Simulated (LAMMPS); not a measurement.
MD of ZnO (wurtzite) at zero pressure, 432 atoms, as a crystal; each row is its own run.

All values are model results, not measurements: classical MD, Buckingham potential of Lewis and Catlow, J. Phys. C 18, 1149 (1985), first set, used with rigid ions (no shells), PPPM sums, short-range terms cut at 10 Å, modified for these runs by an r^-4 repulsive force inside the short-range force's maximum (LAMMPS).

```
T (K)  volume (Å³/atom)
-----  ----------------
200              11.783
300              11.808
1350             12.099
1690             12.237
2700             12.651
```

Task: Fit a straight line, y = a + b x, to these rows (x is the first column, y the second) and predict the run at x = 1010.

Result: Least squares gives a = 11.690 and b = 0.0003409. At x = 1010 the fit predicts 12.034 Å³/atom. The run itself gave 12.001 ± 0.002 Å³/atom, so the fit is 0.27 % high.

Caution: the potential ionic pair potential lewis1985a is fitted to static crystal properties with a polarisable anion, which is rigid here.

Caution (rows 1010; 1350; 1690; 2700): a run this short can hold a crystal over, or a liquid under, the potential's own melting point, which these runs don't give.
